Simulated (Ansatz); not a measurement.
The starting structures come from a database of crystals and need not be the phases stable at ambient conditions.

 Where the default PAW files enter, the runs use the earlier of Ansatz's two default sets.

Consider the following.

```xyz
10
Lattice="5.9539 0.0000 0.0000 0.0000 5.9539 0.0000 2.9770 -2.9770 4.2139" Properties=species:S:1:pos:R:3 pbc="T T T"
Ba     2.9770     0.0000     2.1070
Ba     5.9539     2.9770     2.1070
Zr     0.0000     0.0000     0.0000
Zr     2.9770     2.9770     0.0000
O      2.9770     2.9770     2.1070
O      5.9539     0.0000     2.1070
O      4.5287     4.4022     0.0000
O      1.4252     1.5518     0.0000
O      4.5287     1.5518     4.2139
O      4.4022     1.4252     0.0000
```

Space group of this cell: I4/mcm. The cell is taken as given; by r2SCAN its mean pressure is -0.8 GPa.

Transport runs along the normal of the first two printed cell vectors, the (001) plane of the conventional cell.

The gap is the functional's own. No spin-orbit coupling. Mid-gap values are interpolated on the energy grid.

Question: Give the band gap and the smallest decay constant κ at mid-gap that Ansatz (an electronic-structure program) with r2SCAN yields.

Answer: Gap 3.74 eV on a 8×8×8 mesh; κ = 0.294 1/Å, at the zone centre.
